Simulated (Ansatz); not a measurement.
System: AlB2-type ZrB2. Method: BLYP (Ansatz, an electronic-structure program, plane waves, PAW).

Numerical settings: plane-wave cutoff 520 eV, 24×24×16 k mesh (along the axes of the cell as run), Fermi–Dirac smearing 0.05 eV, scalar-relativistic PAW data made under PBE.

Cell (relaxed at this level):

```cif
data_B2Zr
_chemical_formula_sum 'Zr1 B2'
_space_group_name_H-M_alt 'P6/mmm'
_space_group_IT_number 191
_space_group_name_Hall '-P 6 2'
_cell_length_a 3.18581
_cell_length_b 3.18581
_cell_length_c 3.61118
_cell_angle_alpha 90.000
_cell_angle_beta 90.000
_cell_angle_gamma 120.000
loop_
_atom_site_label
_atom_site_type_symbol
_atom_site_symmetry_multiplicity
_atom_site_Wyckoff_symbol
_atom_site_fract_x
_atom_site_fract_y
_atom_site_fract_z
_atom_site_occupancy
Zr1 Zr 1 a 0.00000 0.00000 0.00000 1
B1 B 2 d 0.33333 0.66667 0.50000 1
```

Estimate the bulk modulus B0 and pressure derivative B′ of the bulk modulus that the calculation returns.


* **bulk modulus B0**: 220 GPa
* **pressure derivative B′ of the bulk modulus**: 4.0

The run finds no gap.

Note: the bulk modulus comes from volumes at which shape and atoms were relaxed.

The result took very roughly 6 core-minutes.
